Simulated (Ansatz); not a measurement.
Start from Ir in the fcc (Cu type) structure (space group Fm-3m, No. 225; a = 3.8450 Å; relaxed with 0.1 eV smearing). Axes: x, y, z lie along the cube axes.

Method: DFT with r2SCAN, PAW potentials and a 500 eV plane-wave cutoff in Ansatz (a quantum-chemistry and plane-wave program), no spin-orbit coupling.

For the base:

* **Pressure**: 0.0 GPa
* **Shortest interatomic distance**: 2.719 Å

One thing is altered: a pure shear with ε_xy = ε_yx = 0.0143, atoms relaxed at fixed cell.

**Question.** What happens to the energy relative to the base, pressure and shortest interatomic distance?

**Answer.** The energy goes up by 10 meV/atom; the pressure (mean of the normal stresses, compression positive) goes from zero to 0.4 GPa; the shortest interatomic distance drops by 0.039 Å, from 2.719 Å to 2.680 Å.

The cells carry an imposed strain or load. No phonon test of stability was made. The final runs are not spin-polarised.
